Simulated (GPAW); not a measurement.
Band structure of VS (P6_3/mmc, 4 atoms in the cell).

```
CELL_PARAMETERS angstrom
      3.16980     0.00000     0.00000
     -1.58490     2.74513     0.00000
      0.00000     0.00000     6.12713
ATOMIC_POSITIONS crystal
  V  0.00000 0.00000 0.00000
  V  0.00000 0.00000 0.50000
  S  0.66667 0.33333 0.25000
  S  0.33333 0.66667 0.75000
```

Computed with PBEsol, GPAW PAW datasets PBEsol (made by gpaw-setup) (plane waves; GPAW).

Settings: mode = pw; ecut = 800 eV; xc = PBEsol; kpts = 10 10 5; mesh shift (steps) = 0 0 0; occupations.name = fermi-dirac; occupations.width = 0.1 eV; nbands = -12; symmetry.symmorphic = false; symmetry.tolerance = 0.0005; maxiter = 100; bandpath_npoints = 40.

The starting cell comes from a database of computed structures (which also holds hypothetical and non-ambient phases and stackings), without a prior relaxation at this level. Spin polarisation is off, so a magnetic state, if there is one, cannot be reached.

Levels in eV from the Fermi level, bands 16 to 23:
| point | 16 | 17 | 18 | 19 | 20 | 21 | 22 | 23 |
|---|---|---|---|---|---|---|---|---|
| Γ | -1.46 | -1.46 | -1.08 | -1.08 | -0.86 | -0.86 | 0.52 | 0.52 |
| M | -3.28 | -2.81 | -1.50 | -0.16 | 0.96 | 1.12 | 1.31 | 1.33 |
| K | -5.37 | -0.71 | -0.71 | 0.12 | 0.12 | 0.24 | 1.15 | 2.22 |
| A | -3.46 | -0.62 | -0.62 | -0.38 | -0.38 | -0.38 | -0.38 | 1.93 |
| L | -4.25 | -1.96 | -1.96 | 1.03 | 1.03 | 1.12 | 1.12 | 1.64 |
| H | -5.59 | -1.11 | -1.11 | 0.66 | 0.66 | 1.02 | 1.02 | 1.21 |

Bands cross the Fermi level along this path, so the cell is metallic at this level.
